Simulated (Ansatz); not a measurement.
Take WSe₂ in the 2H-MoS2 type structure (space group P6_3/mmc, No. 194; a = 3.300 Å, c = 13.147 Å; layered, stacked along the Cartesian z axis) as the base. Axes: x lies along a and z along c of the hexagonal cell.

Levels (all Ansatz, a program for electronic structure, PAW, earlier PAW set): r2SCAN+rVV10 (500 eV, spin-orbit coupling left out); HSE06 (420 eV, spin-orbit coupling left out).

Its gap is 1.12 eV with r2SCAN+rVV10 and 1.50 eV with HSE06.

The change: biaxial strain +2.46 %, plane normal [001], relaxed out of plane (Cartesian); in-plane vectors clamped, the third vector and the atoms free.

With r2SCAN+rVV10 the gap becomes 0.88 eV.

### Question
If the HSE06 correction stayed the same, what would the HSE06 gap be, and what does the HSE06 run give?

### Answer
A rigid correction of +0.38 eV gives 1.26 eV. The HSE06 run gives 1.20 eV, so the correction itself changes by -0.06 eV.

Single points use the geometry relaxed with r2SCAN+rVV10. The hybrid gap comes from the SCF mesh plus the semilocal run's edge points and a few special points and is an upper bound. Spin-orbit coupling, missing from the scalar runs, can matter with W. Stability against distortions was not tested.
